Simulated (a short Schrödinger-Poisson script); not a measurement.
System: MOS inversion layer, SiO2 on p-type Si(100), at 300 K.

```tsv
layer	material	thickness (nm)	Na (cm⁻³)
1	SiO2	1.1	-
2	Si	300	2e18
```

Constants are typed, rounded textbook-type inputs, not results; the design itself was drawn at random and stands for no fabricated device. SiO2: permittivity 3.9, conduction-band edge (eV) 3.15, gap (eV) 9, electron mass (mₑ) 0.5. Si: permittivity 11.7, conduction-band edge (eV) 0, gap (eV) 1.124, Nv at 300 K (cm⁻³) 3.1e19.

Channel valleys (confinement mass, in-plane density-of-states mass, number): Δ2 0.916, 0.19, 2; Δ4 0.19, 0.417, 4. At the gate the conduction-band edge of layer 1 lies 3.41 eV − eVg above the Fermi level of the channel; the field vanishes at the back. Gaps are held at their typed values at every temperature. Mesh 0.03 nm at interfaces.

From a short Schrödinger-Poisson script (our own, NumPy): 1D Poisson equation in equilibrium, electrons quantum, Hartree (BenDaniel-Duke, 12 states a valley, the channel's in-plane mass for all, wave functions free to enter the dielectric), parabolic valleys, classical holes, full ionisation, no traps, pinning or gate leakage.

The same stack at other levels of the model or other numerical settings:

| run | sheet density of all electrons at Vg = 1.2 V (cm⁻²) | sheet density of all electrons at Vg = 0.6 V (cm⁻²) | capacitance at Vg = 1.2 V (μF/cm²) | centroid of the channel electrons at Vg = 1.2 V (nm) | rough cost against the base |
|---|---|---|---|---|---|
| base | 7.68e12 | 1.85e11 | 2.37 | 1.11 | about 1 |
| electrons treated as classical, Boltzmann | ? | 1.24e12 | 2.93 | ? | 0.04 |
| electrons treated as classical, Fermi-Dirac | 1.03e13 | 1.15e12 | ? | 0.39 | 0.2 |
| mesh six times as coarse | 7.63e12 | 1.79e11 | 2.36 | 1.11 | 0.3 |
| one subband a valley | 7.68e12 | 1.83e11 | 2.37 | 1.10 | 0.5 |

Problem. What belongs in the gaps?

Solution. 
- electrons treated as classical, Boltzmann, centroid of the channel electrons at Vg = 1.2 V (nm): 0.23
- electrons treated as classical, Fermi-Dirac, capacitance at Vg = 1.2 V (μF/cm²): 2.65
- electrons treated as classical, Boltzmann, sheet density of all electrons at Vg = 1.2 V (cm⁻²): 1.14e13

The classical rows ignore confinement, and Boltzmann statistics overrate the density once the band edge passes the Fermi level.
